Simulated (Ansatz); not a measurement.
Results of PBE-D3(BJ) (Ansatz, a first-principles code, plane waves, PAW) for CuC₆ (model structure, P6/mmm, No. 191, 7 atoms in the cell).

Input file:

Ansatz 0.2 input:
```yaml
crystal:
  lattice:
    - [4.2379000474, 0.0, 0.0]
    - [-2.1189500237, 3.6701290998, 0.0]
    - [0.0, 0.0, 5.3922039551]
  atoms:
    - { symbol: C, position: [0.3336541759, 0.3336541759, 0.0] }
    - { symbol: C, position: [0.3336541759, 0.0, 0.0] }
    - { symbol: C, position: [0.6663458241, 0.0, 0.0] }
    - { symbol: C, position: [0.6663458241, 0.6663458241, 0.0] }
    - { symbol: C, position: [0.0, 0.6663458241, 0.0] }
    - { symbol: C, position: [0.0, 0.3336541759, 0.0] }
    - { symbol: Cu, position: [0.0, 0.0, 0.5] }
basis:
  ecutwfc: 520
  ecutrho_ratio: 4
  xc_grid: 2
kpoints:
  mp_grid: { grid: [18, 18, 12] }
hamiltonian:
  xc: pbe
  dispersion: d3bj
  pseudopotentials: { kind: paw }
scf:
  occupations: { method: fermi_dirac, width: 0.05 }
output:
  forces: true
  stress: true
  eigenvalues: true
relax:
  f_tol: 0.004
  escape_saddle: false
  max_steps: 80
  cell: { stress_tol: 0.02, fix: [volume] }
```

From the output:

```
Relaxation: its limit of steps is 80 (relax.max_steps)
Crystal: 7 atoms, lattice volume = 83.868 Å³
Basis set: ecut = 520 eV, 2247 PW (Γ), exchange–correlation on 64×64×90 points (8 copies of the dense FFT grid, shifted against one another)
Bands: 29, of which v1, the nominal top of the filled ones, is band 22 counted from 1 (21 counted from 0)
Symmetry: 24 space group operations
Space group: P6/mmm (ITA 191), of the structure as read, at distance tolerance 4.4e-5 Å
k-points: 259 of 3888
Functional: x = pbe(κ = 0.804, μ = 0.2195149727645171), c = pbe(β = 0.06672455060314922)
SCF iter   1: F=—  HF=-8128.968229 eV  |F-HF|=—  |Δ(HF+E_count)|=         —  Δρ=6.66e-3  dr2=2.25e-2
SCF iter   2: F=—  HF=-8128.986310 eV  |F-HF|=—  |Δ(HF+E_count)|=   1.81e-2  Δρ=1.39e-2  dr2=9.70e-2
  ...
SCF 1 converged in 8 iterations: F = -8128.967364 eV  dr2 = 8.20e-9
Crystal: 7 atoms, lattice volume = 83.868 Å³
Basis set: ecut = 520 eV, 2233 PW (Γ), exchange–correlation on 64×64×90 points (8 copies of the dense FFT grid, shifted against one another)
Initial density: handed on by an earlier stage of this run
SCF 2 converged in 6 iterations: F = -8128.982185 eV  dr2 = 6.19e-8
Crystal: 7 atoms, lattice volume = 83.868 Å³
WARN: dispersion: an atom stands within reach of a switch of its C6 between two reference coordination numbers of its element …
SCF 3 converged in 6 iterations: F = -8128.984710 eV  dr2 = 1.93e-8
Crystal: 7 atoms, lattice volume = 83.868 Å³
Basis set: ecut = 520 eV, 2233 PW (Γ), exchange–correlation on 64×64×80 points (8 copies of the dense FFT grid, shifted against one another)
SCF iter   6: F=—  HF=-8128.984771 eV  |F-HF|=—  |Δ(HF+E_count)|=  3.10e-10  Δρ=4.14e-7  dr2=1.02e-10
SCF iter   7: F=-8128.984771 eV  HF=-8128.984771 eV  |F-HF|=2.73e-12  |Δ(HF+E_count)|=  1.73e-11  Δρ=4.23e-8  dr2=1.05e-12
WARN: dispersion: an atom stands within reach of a switch of its C6 between two reference coordination numbers of its element …
SCF 4 converged in 7 iterations: F = -8128.984771 eV  dr2 = 1.05e-12
SCF converged after 7 iterations
Free energy (F): -8128.984771 eV
Internal energy: -8128.973246 eV  (E = F + TS)
E sigma→0 (E₀):  -8128.979008 eV
Fermi energy:    6.291704 eV
--- Forces (eV/Å), atoms counted from 1 ---
  atom   1  C      0.00135177     0.00234133    -0.00000000
  atom   2  C      0.00270354     0.00000000    -0.00000000
  atom   3  C     -0.00270354    -0.00000000     0.00000000
  atom   4  C     -0.00135177    -0.00234133     0.00000000
  atom   5  C      0.00135177    -0.00234133     0.00000000
  atom   6  C     -0.00135177     0.00234133    -0.00000000
  atom   7  Cu    -0.00000000    -0.00000000     0.00000000
--- Stress (GPa, compression-positive) ---
        0.811276       0.000000      -0.000000
        0.000000       0.811276      -0.000000
       -0.000000      -0.000000       0.794566
  P = ⅓ Tr σ = 0.8057 GPa (8.057 kbar)
```

The cell is one volume of an energy–volume scan, off the minimum.

Note: the run has no spin polarisation, so it can have missed a magnetic state. Note: a distance lies near a switch of the dispersion term, which can move the cell. Note: the relaxation could raise the start's symmetry but not lower it, so the cell can be a saddle point.

Cost on a shared machine: about 4 core-minutes (a rough figure).

A model structure was made by putting elements into a prototype or built by hand; it is no filed structure, need not be a known phase, and can be a saddle point held by its symmetry.
